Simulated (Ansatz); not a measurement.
Consider W in the bcc (W type) structure (space group Im-3m, No. 229; a = 3.1545 Å).

Calculations: Ansatz (a first-principles code), PBEsol, PAW, cutoff 420 eV, spin-orbit coupling left out, earlier PAW set.

Before the change:

| Property | Value |
|---|---|
| Volume per atom | 15.69 Å³ |

Modification: Pb takes the place of W on all its sites, then cell and atoms are relaxed.

What does the calculation give for the volume per atom after the change?

The volume per atom increases by 14.321 Å³, from 15.69 Å³ to 30.02 Å³.

No phonon test of stability was made. For Pb in this form, whether it has been made was not checked. All final runs are without spin polarisation. This is not the structure that Pb has at room temperature and ambient pressure.
